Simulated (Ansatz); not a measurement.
The cell is built on a prototype and need not be the phase stable at ambient conditions.

By PBEsol, the system below comes out a metal.

Without scattering a metal conducts by its projected Fermi surface.

Input:

```xyz
4
Lattice="4.7844 -0.2404 0.0000 1.8178 4.4321 0.0000 1.4833 -2.3362 2.7673" Properties=species:S:1:pos:R:3 pbc="T T T"
Ir     3.3011     2.0959     0.0000
Ir     2.3922    -0.1202     1.3837
Ir     5.6933     1.9757     1.3837
Sc     0.0000     0.0000     0.0000
```

Space group of this cell: I4/mmm. The cell was relaxed by PBE-D3(BJ); by PBEsol its mean pressure is -1.7 GPa.

The current flows along the normal of the first two printed cell vectors. No spin-orbit coupling; the value is a mean over 0.1 eV about the Fermi level.

Question: Compute, with Ansatz (a program for electronic structure) with PBEsol, the ballistic conductance per area.

Answer: 0.90 × 10¹⁵ S/m² for both spins.
